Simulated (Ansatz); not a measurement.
We consider FeBO3 (R-3c, No. 167, 10 atoms in the cell; start COD 1511131), described by LDA (plane waves, PAW; Ansatz, an electronic-structure program).

Settings: plane-wave cutoff 520 eV, 14×14×14 k mesh, Fermi–Dirac smearing 0.05 eV, spin-polarised with parallel moments, scalar-relativistic PAW data made under PBE.

Cell (relaxed at this level):

```
CELL_PARAMETERS angstrom
      2.20982     1.27584     4.45282
     -2.20982     1.27584     4.45282
      0.00000    -2.55168     4.45282
ATOMIC_POSITIONS crystal
  Fe 0.50000 0.50000 0.50000
  Fe 0.00000 0.00000 0.00000
  O  0.06033 0.75000 0.43967
  O  0.93967 0.25000 0.56033
  O  0.75000 0.43967 0.06033
  O  0.25000 0.56033 0.93967
  O  0.43967 0.06033 0.75000
  O  0.56033 0.93967 0.25000
  B  0.75000 0.75000 0.75000
  B  0.25000 0.25000 0.25000
```
Starting moments (μB, in the order of the record's atoms Fe Fe O O O O O O B B): 4.0 4.0 0.0 0.0 0.0 0.0 0.0 0.0 0.0 0.0.

Task: Give the computed bulk modulus B0.

Result: 
* **bulk modulus B0**: 259 GPa

Note: the magnetic order was assumed, not searched for or taken from measurement; the bulk modulus is −V dP/dV from two relaxed cells at ±2 % in volume; the relaxation could not lower the start's symmetry, so the cell can be a saddle point above a distorted one; the moments ended far under their starting size, a low-moment state that need not be the lowest; functionals without U or exact exchange can leave correlated insulators metallic, so the missing gap need not be real.

The computed numbers hold no vibrational or temperature effects.
